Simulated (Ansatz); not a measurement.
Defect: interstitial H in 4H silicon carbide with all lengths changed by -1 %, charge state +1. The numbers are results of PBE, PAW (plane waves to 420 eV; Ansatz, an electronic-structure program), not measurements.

72-site cell at the strained lattice (strain from the relaxed PBE one, atoms relaxed), a 2×2×2 k-point mesh shifted by half a step along c, smearing 0.01 eV, spin-restricted, no finite-size correction. No zero-point or tunnelling terms. The charge state is imposed; whether it is stable for some Fermi level was not computed. Sites that were not tried may lie lower.

Relaxed starting cell (atoms counted from 1):

```xyz
73
Lattice="9.1894 0.0000 0.0000 -4.5947 7.9583 0.0000 0.0000 0.0000 10.0280" Properties=species:S:1:pos:R:3 pbc="T T T"
Si    -0.0096     0.0174     5.0124
Si    -1.5321     2.6468     5.0230
Si    -3.1739     5.3196     5.0633
Si     3.0629     0.0037     5.0238
Si     1.5421     2.6478     5.0165
Si     0.1096     5.3195     5.0628
Si     6.1353     0.0172     5.0124
Si     4.5835     2.6475     5.0166
Si     3.0629     5.3178     5.0156
Si     0.0005     0.0050    10.0214
Si    -1.5318     2.6492    10.0073
Si    -3.0673     5.3075    10.0140
Si     3.0629     0.0000    10.0237
Si     1.5347     2.6529    10.0227
Si     0.0039     5.3075    10.0139
Si     6.1253     0.0050    10.0215
Si     4.5911     2.6529    10.0227
Si     3.0629     5.3076    10.0244
Si     1.5327     0.8886     7.5235
Si     0.0099     3.5376     7.5264
Si    -1.5317     6.1982     7.5232
Si     4.5930     0.8886     7.5235
Si     3.0629     3.5419     7.5226
Si     1.5420     6.2040     7.5294
Si     7.6576     0.8927     7.5126
Si     6.1158     3.5375     7.5265
Si     4.5837     6.2040     7.5294
Si     0.0059     1.7659     2.4939
Si    -1.5315     4.3896     2.4114
Si    -3.0678     7.0729     2.4945
Si     3.0629     1.7633     2.5006
Si     1.5369     4.4174     2.4941
Si     0.0041     7.0729     2.4946
Si     6.1200     1.7658     2.4939
Si     4.5890     4.4175     2.4941
Si     3.0629     7.0750     2.5010
C     -0.0002     0.0106     6.8879
C     -1.5318     2.6780     6.8814
C     -3.0704     5.3089     6.9070
C      3.0629     0.0019     6.8942
C      1.5343     2.6553     6.8907
C      0.0068     5.3090     6.9069
C      6.1260     0.0107     6.8879
C      4.5915     2.6554     6.8907
C      3.0629     5.3121     6.8913
C     -0.0006    -0.0013     1.8759
C     -1.5318     2.6299     1.8607
C     -3.0656     5.2991     1.8710
C      3.0629    -0.0057     1.8794
C      1.5338     2.6508     1.8759
C      0.0022     5.2991     1.8708
C      6.1264    -0.0013     1.8758
C      4.5920     2.6509     1.8760
C      3.0629     5.3077     1.8763
C      1.5327     0.8854     9.4054
C      0.0015     3.5368     9.4037
C     -1.5318     6.1889     9.4028
C      4.5931     0.8854     9.4055
C      3.0629     3.5409     9.4044
C      1.5339     6.1953     9.4065
C      7.6576     0.8867     9.3947
C      6.1243     3.5368     9.4037
C      4.5921     6.1952     9.4065
C     -0.0062     1.7977     4.3833
C     -1.5315     4.4867     4.3518
C     -3.0714     7.0702     4.3937
C      3.0628     1.7584     4.3872
C      1.5536     4.4108     4.3839
C      0.0077     7.0703     4.3937
C      6.1319     1.7975     4.3833
C      4.5722     4.4105     4.3840
C      3.0629     7.0831     4.3877
H     -1.5345     5.5821     4.1270
```
Cell charge +1.

End state 1 differs by these moves (Å; atoms that move under 0.08 Å are left out):

| atom | element | Δx | Δy | Δz |
|---|---|---|---|---|
| 3 | Si | 0.11 | -0.01 | -0.04 |
| 4 | Si | -0.07 | 0.09 | 0.04 |
| 6 | Si | -0.07 | -0.11 | 0.00 |
| 29 | Si | 0.00 | 0.03 | 0.08 |
| 33 | Si | 0.02 | 0.02 | -0.08 |
| 65 | C | 0.01 | -0.07 | 0.04 |
| 69 | C | -0.06 | -0.03 | -0.04 |
| 73 | H | 0.53 | 0.92 | 0.00 |

Question: What is the computed forward and backward barriers to end state 1 (PBE, PAW)?

Answer: forward 0.49 eV, backward 0.49 eV; at the saddle point atom 73 has neighbours 2 C at 1.48; Si at 1.65 Å. The saddle point's order was not checked, and it lies on a symmetry element of the cell, where a band can be held.
